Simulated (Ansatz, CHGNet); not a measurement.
For SiO2 (model structure, started from the alpha cristobalite type, P4₁2₁2, No. 92, 12 atoms in the cell), the machine-learned potential CHGNet 0.3.0 (trained on PBE and PBE+U data) gives:

- equilibrium lattice constant a = 5.114 Å
- c axis length = 7.147 Å

**Question.** What does r²SCAN+rVV10 (plane waves, PAW; Ansatz, a program for electronic structure) give for the same quantities?

**Answer.** 
- lattice constant a: 4.896 Å (falls by 4.3 %)
- lattice parameter c: 6.745 Å (falls by 5.6 %)

Changes are worked out from the printed values.

Unless a cell is named, each level is at its own relaxed cell (CHGNet 0.3.0 15.58, r²SCAN+rVV10 13.48 Å³/atom).

Ansatz's density-functional and Hartree–Fock values are scalar-relativistic unless marked +SOC, with PAW data made under PBE.

A model structure was made by putting elements into a prototype or built by hand; here it ended with the formula and space group of a phase in our tables.
